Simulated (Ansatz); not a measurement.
# How the elastic constant C12 of 1T (CdI2-type) MgI2 moves with the method

No measured value is used here.

```csv
level (code),value (GPa),cell (Å³/atom)
LDA (Ansatz),15.3,32.09
PBEsol (Ansatz),?,34.58
r²SCAN (Ansatz),13.0,36.29
```

Task: Some entries are withheld; supply them.

Result: 
- PBEsol (Ansatz, a program for electronic structure), value (GPa): 12.1

LDA: LDA has no dispersion term either, though it tends to give short spacings of layers, chains or molecules. PBEsol, r²SCAN: the cell comes from a level without a dispersion term, which matters for the spacing of layers, chains or molecules. Each level is taken at its own relaxed cell. Cutoffs differ between the levels. Ansatz's density-functional and Hartree–Fock values are scalar-relativistic unless marked +SOC, with PAW data made under PBE.
